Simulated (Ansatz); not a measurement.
The starting structures come from a database of crystals and need not be the phases stable at ambient conditions.

Here is the system:

```
CELL_PARAMETERS angstrom
      4.19870     0.00000     0.00000
      0.00000     4.19870     0.00000
      2.09935     2.09935     2.96893
ATOMIC_POSITIONS crystal
  Mg 0.00000 0.00000 0.00000
  Se 0.75000 0.25000 0.50000
```

Space group of this cell: F-43m, zinc blende. The cell is taken as given.

Calculation: r2SCAN (plane waves, PAW; Ansatz, an electronic-structure program).

The current runs along the normal of the first two printed vectors; no spin-orbit coupling. Scaled by the factor s: all lengths (ions clamped). Meshes 10×10×10 and 8×8 across the current in all rows.

| s | mean pressure (GPa) | band gap (eV) |
|---|---|---|
| 0.98 | 3.7 | ? |
| 1.00 | 0.2 | 3.36 |
| 1.02 | -2.4 | 3.08 |

### Question
Take the slope of the band gap against ln s from the two given rows, extrapolate to s = 0.98, and say what the run there gives.

### Answer
Slope = (3.08 − 3.36) / ln 1.02 = -14.1 eV. The line gives 3.36 + (-14.1) × ln 0.98 = 3.65 eV. The run gives 3.65 eV, as the line does.
